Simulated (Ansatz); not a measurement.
## B (space group R-3m, No. 166)

Space group R-3m, hexagonal axes (No. 166); a = b = 4.8985 Å, c = 12.5455 Å, α = β = 90.00°, γ = 120.00°

```tsv
atom	site	symmetry	x	y	z
B	18h	.m	0.2375	0.1187	0.1085
B	18h	.m	0.1968	0.3936	0.0242
```
(The calculation used a cell of 12 atoms; values per cell refer to that cell.)

All numbers come from DFT with PBE, PAW potentials and a 420 eV plane-wave cutoff in Ansatz (a program for electronic structure), no spin-orbit coupling, earlier PAW set. Settings: 7×7×7 k-points, 0.05 eV Fermi–Dirac smearing.

```json
{
 "volume_per_atom": "7.24 Å³",
 "density": "2.48 g/cm³",
 "band_gap": "1.45 eV, indirect, T → k = (0.286, 0.286, -0.286) in the run's primitive reciprocal basis",
 "hole_mass": "2.1 mₑ along k, 0.20 mₑ across",
 "total_energy": "-155.916 eV/atom (σ→0; compares only within this code and set-up)"
}
```

Effective masses come from finite differences of ±0.01 Å⁻¹. Along k means along the line from Γ to the band edge. Whether these cells are dynamically stable was not tested.
